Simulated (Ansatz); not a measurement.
The starting structures come from a database of crystals and need not be the phases stable at ambient conditions.

 Where the default PAW files enter, the runs use the earlier of Ansatz's two default sets.

Input:

```
CaC2
1.0
    3.85581     0.00000     0.00000
   -0.40962     7.25138     0.00000
   -1.83989     0.48631     3.48694
Ca C
2 4
Cartesian
  0.87371   5.93333   3.41929
  0.73259   1.80437   0.06765
  2.58743   0.63102   1.39655
 -0.98112   7.10668   2.09039
  0.78279   3.45533   2.21215
  0.82351   4.28236   1.27479
```

Space group of this cell: P-1. The cell is taken as given.

Transport runs along the normal of the first two printed cell vectors.

The gap is the functional's own. No spin-orbit coupling. Mid-gap values are interpolated on the energy grid.

Predict the band gap and the smallest decay constant κ at mid-gap from r2SCAN run with Ansatz (an electronic-structure program).

Gap 2.68 eV on a 10×4×10 mesh; κ = 0.350 1/Å, at (0.500, 0.500) of the in-plane reciprocal vectors. At the zone centre, at the nearest computed energy, the slowest state has κ = 0.39 1/Å.
